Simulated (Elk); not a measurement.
Input and output of a self-consistent single point for PbS2 (I4/mcm, 6 atoms in the cell) (Elk).

Method: LDA (PW92), all-electron FP-LAPW, Elk's shipped species files, default APW+lo basis (Elk).

The change in words: lattice scaled by 0.98. Reference geometry:
```
PbS2
1.0
   -3.07497     3.07497     3.77660
    3.07497    -3.07497     3.77660
    3.07497     3.07497    -3.77660
Pb S
2 4
Direct
  0.75000   0.75000   0.00000
  0.25000   0.25000   0.00000
  0.11903   0.61903   0.73806
  0.88097   0.38097   0.26194
  0.61903   0.88097   0.50000
  0.38097   0.11903   0.50000
```

Reference input (self-consistent single point, DFT, LDA (PW92), all-electron FP-LAPW, Elk's shipped species files, default APW+lo basis): swidth = 0.00183747 Ha; ngridk = 4 4 4; rmtscf = 0.83; maxscl = 100. This run's input differs from it in these lines:

```diff
@@ -13,5 +13,5 @@
 avec
-   -5.8108416928    5.8108416928    7.1367396823
-    5.8108416928   -5.8108416928    7.1367396823
-    5.8108416928    5.8108416928   -7.1367396823
+   -5.6946254259    5.6946254259    6.9940048886
+    5.6946254259   -5.6946254259    6.9940048886
+    5.6946254259    5.6946254259   -6.9940048886
```

Log, with long lists cut:

```
│ Self-consistent loop started │
│ Loop number : 1 │
 total energy                :     -43431.2036460
│ Loop number : 2 │
 total energy                :     -43431.4304726
RMS change in Kohn-Sham potential (target) :   0.1170829718     (  0.1000000000E-05)
Absolute change in total energy (target)   :   0.2268266241     (  0.1000000000E-03)
│ Loop number : 3 │
 total energy                :     -43431.6842889
RMS change in Kohn-Sham potential (target) :   0.1035268559     (  0.1000000000E-05)
Absolute change in total energy (target)   :   0.3105229348     (  0.1000000000E-03)
│ Loop number : 4 │
   [... lines left out ...]
Absolute change in total energy (target)   :   0.1786552377E-02 (  0.1000000000E-03)
│ Loop number : 13 │
 total energy                :     -43426.8931179
RMS change in Kohn-Sham potential (target) :   0.1536205957E-06 (  0.1000000000E-05)
Absolute change in total energy (target)   :   0.2093142684E-03 (  0.1000000000E-03)
│ Loop number : 14 │
 total energy                :     -43426.8931198
RMS change in Kohn-Sham potential (target) :   0.5223074614E-07 (  0.1000000000E-05)
Absolute change in total energy (target)   :   0.5420640082E-04 (  0.1000000000E-03)
Convergence targets achieved

│ Loop number : 15 │

Energies :
 Fermi                       :     0.249473306681
 total energy                :     -43426.8931201

Density of states at Fermi energy :    14.53187882
 (states/Hartree/unit cell)

Estimated indirect band gap :   0.8863858089E-02
 from k-point     13 to k-point     10
Estimated direct band gap   :   0.1916499012E-01
 at k-point     13

Charges :
 core                        :    176.0000000
 valence                     :    52.00000000
 interstitial                :    16.68795161
 muffin-tins (core leakage)
  species :    1 (Pb)
   atom    1                 :    79.10147842     (  0.1109465872E-01)
   atom    2                 :    79.10147842     (  0.1109465872E-01)
  species :    2 (S)
   atom    1                 :    13.27727289     (  0.8531371472E-03)
   atom    2                 :    13.27727289     (  0.8531371472E-03)
   atom    3                 :    13.27727289     (  0.8531371472E-03)
   atom    4                 :    13.27727289     (  0.8531371472E-03)
 total in muffin-tins        :    211.3120484
 total calculated charge     :    227.9582615
 total charge                :    228.0000000
 error                       :   0.4173849792E-01

│ Self-consistent loop stopped │
```

The run converged in 15 iterations. The count includes the last loop, which Elk runs after its targets are met. Against the reference run the free energy drops by 13.5 meV/atom.

The starting cell comes from a database of computed structures (which also holds hypothetical and non-ambient phases and stackings), without a prior relaxation at this level. For this run, on top of that: lattice scaled by 0.98. Spin-orbit coupling is off. Values depend on the basis (sphere radii, cutoffs, local orbitals), which need not be converged. The run gives no clean gap (levels at the Fermi energy touch, overlap or are partly filled at this smearing), which alone does not show that the compound is a metal. The log's line on a gap gives a spacing of levels on this mesh, which the program prints for metals too.
